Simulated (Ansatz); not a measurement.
Results of r²SCAN in Ansatz (PAW) for Ca2BeN2 (model structure, started from the Ca2ZnN2 type, I4/mmm, No. 139, 5 atoms in the cell).

Numerical settings: plane-wave cutoff 560 eV, 14×14×14 k mesh, Fermi–Dirac smearing 0.01 eV, scalar-relativistic PAW data made under PBE.

The cell is the one relaxed with PBEsol. Conventional cell: a = 3.5161 Å, b = 3.5161 Å, c = 11.4604 Å, α = 90.00°, β = 90.00°, γ = 90.00°.

```
BeCa2N2
1.0
   -1.75803     1.75803     5.73020
    1.75803    -1.75803     5.73020
    1.75803     1.75803    -5.73020
Ca Be N
2 1 2
Direct
  0.65554   0.65554   0.00000
  0.34446   0.34446   0.00000
  0.00000   0.00000   0.00000
  0.86565   0.86565   0.00000
  0.13435   0.13435   0.00000
```

### Question
List the 17 lowest band energies at Γ above −25 eV (eV, relative to the valence band maximum), grouping those that round alike.

### Answer
At Γ: -21.28, -20.91, -20.81 (×2), -20.65 (×2), -13.66, -13.33, -3.38, -2.14, -0.91 (×2), -0.05 (×2), 1.47, 3.05, 4.24.

Note: the relaxation could raise the start's symmetry but not lower it, so the cell can be a saddle point; cell and atoms aren't relaxed at this level (largest force component 0.31 eV/Å, pressure 1.6 GPa).

A model structure was made by putting elements into a prototype or built by hand; it is no filed structure, need not be a known phase, and can be a saddle point held by its symmetry.

Ansatz is a quantum-chemistry and plane-wave program.
